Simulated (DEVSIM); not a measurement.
abrupt Si n-p junction

Structure: abrupt Si n-p junction, at 300 K.

```tsv
layer (left to right)	material	thickness (μm)	Nd (cm⁻³)	Na (cm⁻³)	τn (s)	τp (s)
1	Si	0.220	3e18	-	1.8e-7	1.8e-7
2	Si	0.310	-	1.8e14	1.8e-7	1.8e-7
```

Left contact: ohmic. Right contact: ohmic. Voltage is applied to the left contact. Recombination: SRH at mid-gap, radiative, Auger. Gap narrowing is on: ΔEg = 6.92 meV × (l + √(l² + 0.5)), l = ln(N/1.3e17 cm⁻³), shared equally by both band edges. Mobility is constant in doping.

Constants are typed, rounded textbook-type inputs, not results; the design itself was drawn at random and stands for no fabricated device. Values at 300 K.

```
parameter           Si
-------------  -------
gap (eV)         1.124
affinity (eV)     4.05
permittivity      11.7
Nc (cm⁻³)      2.86e19
Nv (cm⁻³)       3.1e19
μn (cm²/Vs)       1417
μp (cm²/Vs)        470
B (cm³/s)      4.7e-15
Cn (cm⁶/s)     2.8e-31
Cp (cm⁶/s)     9.9e-32
```

Model (solved in DEVSIM): 1D drift-diffusion, Boltzmann statistics, complete ionisation; no tunnelling, impact ionisation, image-force lowering or self-heating.

The potential step across the device at zero bias is 0.732 V. The largest field in the device at zero bias is 73000 V/cm and the dark forward voltage at 1 A/cm² is 0.350 V. The dark forward voltage at 100 A/cm² is 0.495 V.

Small-signal capacitance in reverse bias (quasi-static):

```json
[
 {"V (V)": "0.04", "C (nF/cm²)": "35.1"},
 {"V (V)": "0.1", "C (nF/cm²)": "34.9"},
 {"V (V)": "0.2", "C (nF/cm²)": "34.6"},
 {"V (V)": "0.3", "C (nF/cm²)": "34.4"},
 {"V (V)": "0.4", "C (nF/cm²)": "34.2"},
 {"V (V)": "0.6", "C (nF/cm²)": "33.9"},
 {"V (V)": "0.8", "C (nF/cm²)": "33.8"},
 {"V (V)": "1", "C (nF/cm²)": "33.6"},
 {"V (V)": "1.3", "C (nF/cm²)": "33.5"},
 {"V (V)": "1.6", "C (nF/cm²)": "33.4"},
 {"V (V)": "2", "C (nF/cm²)": "33.3"}
]
```

Dark forward current:

```tsv
V (V)	J (A/cm²)
-0.05	-1.7e-5
-0.10	-0.00012
-0.15	-0.00079
-0.20	-0.0049
-0.25	-0.030
-0.30	-0.18
-0.35	-1.0
-0.40	-5.5
-0.45	-27
-0.50	-120
-0.55	-400
-0.60	-1000
-0.65	-2300
```
